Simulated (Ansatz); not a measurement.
Base system: HgS (space group P3_221, No. 154; a = 4.1387 Å, c = 9.4079 Å; made of chains).

The change: a hydrostatic pressure of 3 GPa.

Levels (all Ansatz, a quantum-chemistry and plane-wave program, PAW): PBEsol (420 eV, without spin-orbit coupling); HSE06 (420 eV, scalar-relativistic without spin-orbit coupling).

The geometry is relaxed with PBEsol.

| Quantity | Value |
|---|---|
| PBEsol lowest conduction level above the VBM at special points | Γ 0.90 eV; M 1.14 eV; L 1.54 eV |

With HSE06 at the same geometry, the lowest conduction level above the VBM at special points goes from Γ 0.90 eV; M 1.14 eV; L 1.54 eV to Γ 1.70 eV; M 2.05 eV; L 2.49 eV.

Single points use the geometry relaxed with PBEsol. HSE06 gaps are upper bounds (no full band path). The levels and masses belong to the bands next to the band gap. Load acts through the strain it causes; cell and atoms are relaxed under it. Whether these cells are dynamically stable was not tested. No dispersion term is included in the PBEsol runs.
